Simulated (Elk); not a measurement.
A self-consistent single point of CaCu4As2 (R-3m, 7 atoms in the cell) with Elk

Method: PBEsol, all-electron FP-LAPW, Elk's shipped species files, default APW+lo basis (Elk 10.2.4).

This input was run:

```
tasks
  0

xctype
  22

rgkmax
  7.0

rmtscf
  0.88

stype
  0

swidth
  0.00999582

scale
  1.889726125

avec
    2.0084914450    1.1596036217    7.3653789142
   -2.0084914450    1.1596036217    7.3653789142
    0.0000000000   -2.3192056076    7.3653791717

atoms
  3   : nspecies
  'Ca.in'   : spfname
  1   : natoms; atposl, bfcmt below
  0.0000000000  0.0000000000  0.0000000000    0.0 0.0 0.0
  'Cu.in'   : spfname
  4   : natoms; atposl, bfcmt below
  0.1445400000  0.1445400000  0.1445400000    0.0 0.0 0.0
  0.8554600000  0.8554600000  0.8554600000    0.0 0.0 0.0
  0.5613430000  0.5613430000  0.5613430000    0.0 0.0 0.0
  0.4386570000  0.4386570000  0.4386570000    0.0 0.0 0.0
  'As.in'   : spfname
  2   : natoms; atposl, bfcmt below
  0.2521700000  0.2521700000  0.2521700000    0.0 0.0 0.0
  0.7478300000  0.7478300000  0.7478300000    0.0 0.0 0.0

ngridk
  5 5 5
```

Log, with long lists cut:

```
│ Elk code version 10.2.4 │

All units are atomic (Hartree, Bohr, etc.)

│ Ground-state run starting from atomic densities │

Lattice vectors :
   3.795498755       2.191333259       13.91854895
  -3.795498755       2.191333259       13.91854895
   0.000000000      -4.382663426       13.91854944

Unit cell volume      :    694.5800355
Brillouin zone volume :   0.3571225788

Muffin-tin inner radius fraction :   0.1000000000E-01

Nuclei treated as point charges

Species :    1 (Ca)
 parameters loaded from : Ca.in
 name : calcium
 nuclear charge    :   -20.00000000
 electronic charge :    20.00000000
 atomic mass :    73057.72469
 muffin-tin radius :    2.112000000
 number of radial points in muffin-tin :    497
 atomic positions (lattice), magnetic fields (Cartesian) :
   1 :   0.00000000  0.00000000  0.00000000    0.00000000  0.00000000  0.00000000

Species :    2 (Cu)
 parameters loaded from : Cu.in
 name : copper
 nuclear charge    :   -29.00000000
 electronic charge :    29.00000000
 atomic mass :    115837.2717
 muffin-tin radius :    2.112000000
 number of radial points in muffin-tin :    497
 atomic positions (lattice), magnetic fields (Cartesian) :
   1 :   0.14454000  0.14454000  0.14454000    0.00000000  0.00000000  0.00000000
   2 :  -0.14454000 -0.14454000 -0.14454000    0.00000000  0.00000000  0.00000000
   3 :  -0.43865700 -0.43865700 -0.43865700    0.00000000  0.00000000  0.00000000
   4 :   0.43865700  0.43865700  0.43865700    0.00000000  0.00000000  0.00000000

Species :    3 (As)
 parameters loaded from : As.in
 name : arsenic
 nuclear charge    :   -33.00000000
 electronic charge :    33.00000000
 atomic mass :    136573.7219
 muffin-tin radius :    2.112000000
 number of radial points in muffin-tin :    497
 atomic positions (lattice), magnetic fields (Cartesian) :
   1 :   0.25217000  0.25217000  0.25217000    0.00000000  0.00000000  0.00000000
   [... lines left out ...]
Maximum (1/2)|G+k|²                   :    5.492603593
Maximum |G| for potential and density :    12.00000000
 potential will be trimmed for |G| > 2 gkmax
Constant for pseudocharge density :    6
Radial integration step length :    4

G-vector grid sizes :     56    56    56
Number of G-vectors :    20321

Maximum angular momentum used for
 APW functions                      :    8
 outer part of muffin-tin           :    6
 inner part of muffin-tin           :    1

Total nuclear charge    :   -202.0000000
Total core charge       :    94.00000000
Total valence charge    :    108.0000000
Total excess charge     :    0.000000000
Total electronic charge :    202.0000000

Effective Wigner radius, rₛ :   0.9363267676

Number of empty states         :   28
Total number of valence states :   82
Total number of core states    :   94

Total number of local-orbitals :  106

Exchange-correlation functional :     22     0     0
 PBEsol, Phys. Rev. Lett. 100, 136406 (2008)
 gradient requirement :    1
 generalised gradient approximation (GGA)

Smearing type :    0
 Gaussian
Smearing width :   0.9995820000E-02
Effective electronic temperature (K) :    3156.430308

Mixing type :    3
 Broyden mixing, J. Phys. A: Math. Gen. 17, L317 (1984)

Kohn-Sham potential initialised from atomic data
│ Self-consistent loop started │
│ Loop number : 1 │
 total energy                :     -11728.5341446
│ Loop number : 2 │
 total energy                :     -11737.8317707
RMS change in Kohn-Sham potential (target) :   0.6684675247     (  0.1000000000E-05)
Absolute change in total energy (target)   :    9.297626098     (  0.1000000000E-03)
│ Loop number : 3 │
 total energy                :     -11757.2606772
RMS change in Kohn-Sham potential (target) :   0.5188006134     (  0.1000000000E-05)
Absolute change in total energy (target)   :    21.75331303     (  0.1000000000E-03)
│ Loop number : 4 │
 total energy                :     -11767.0547728
RMS change in Kohn-Sham potential (target) :   0.4379751512     (  0.1000000000E-05)
Absolute change in total energy (target)   :    15.23242381     (  0.1000000000E-03)
│ Loop number : 5 │
 total energy                :     -11779.4508706
RMS change in Kohn-Sham potential (target) :   0.3265139374     (  0.1000000000E-05)
Absolute change in total energy (target)   :    16.20420381     (  0.1000000000E-03)
   [... lines left out ...]
Absolute change in total energy (target)   :   0.4275844422E-01 (  0.1000000000E-03)
│ Loop number : 13 │
 total energy                :     -11813.6374989
RMS change in Kohn-Sham potential (target) :   0.2134584948E-04 (  0.1000000000E-05)
Absolute change in total energy (target)   :   0.2018647621E-02 (  0.1000000000E-03)
│ Loop number : 14 │
 total energy                :     -11813.6353549
RMS change in Kohn-Sham potential (target) :   0.1076228479E-04 (  0.1000000000E-05)
Absolute change in total energy (target)   :   0.1639318392E-02 (  0.1000000000E-03)
│ Loop number : 15 │
 total energy                :     -11813.6335315
RMS change in Kohn-Sham potential (target) :   0.6318656116E-05 (  0.1000000000E-05)
Absolute change in total energy (target)   :   0.2233296693E-02 (  0.1000000000E-03)
│ Loop number : 16 │
 total energy                :     -11813.6340580
RMS change in Kohn-Sham potential (target) :   0.8283653833E-06 (  0.1000000000E-05)
Absolute change in total energy (target)   :   0.3175780148E-04 (  0.1000000000E-03)
Convergence targets achieved

│ Loop number : 17 │

Energies :
 Fermi                       :     0.309991557978
 sum of eigenvalues          :     -6778.75865547
 electron kinetic            :      12032.0507365
 core electron kinetic       :      10883.9716149
 Coulomb                     :     -23380.2539776
 Coulomb potential           :     -18200.8768350
 nuclear-nuclear             :     -1322.52249010
 electron-nuclear            :     -25914.5861400
 Hartree                     :      3856.85465250
 Madelung                    :     -14279.8155601
 xc potential                :     -609.932556951
 exchange                    :     -454.472104644
 correlation                 :     -10.9587302055
 total energy                :     -11813.6340760

Density of states at Fermi energy :    45.88862856
 (states/Hartree/unit cell)

Estimated indirect band gap :   0.1821751932E-02
 from k-point     16 to k-point      4
Estimated direct band gap   :   0.2541663169E-01
 at k-point     18

Charges :
 core                        :    94.00000000
 valence                     :    108.0000000
 interstitial                :    11.97702558
 muffin-tins (core leakage)
  species :    1 (Ca)
   atom    1                 :    17.81989510     (  0.3338909469E-06)
  species :    2 (Cu)
   atom    1                 :    27.66320577     (  0.8128542972E-03)
   atom    2                 :    27.66320577     (  0.8128542972E-03)
   atom    3                 :    27.68349581     (  0.8104200723E-03)
   atom    4                 :    27.68349581     (  0.8104200723E-03)
  species :    3 (As)
   atom    1                 :    30.75483808     (  0.8343762765E-03)
   atom    2                 :    30.75483808     (  0.8343762765E-03)
 total in muffin-tins        :    190.0229744
 total calculated charge     :    201.9744535
 total charge                :    202.0000000
 error                       :   0.2554646670E-01

│ Self-consistent loop stopped │
```

The run converged in 17 iterations. The count includes the last loop, which Elk runs after its targets are met.

The starting cell comes from a database of computed structures (which also holds hypothetical and non-ambient phases and stackings), without a prior relaxation at this level. Its lattice was rescaled by a random factor within 2.5 % of one. Spin polarisation is off. Values depend on the basis (sphere radii, cutoffs, local orbitals), which need not be converged. The run gives no clean gap (levels at the Fermi energy touch, overlap or are partly filled at this smearing), which alone does not show that the compound is a metal. The log's line on a gap gives a spacing of levels on this mesh, which the program prints for metals too.

Cost on one core of a shared machine: roughly 50 s.
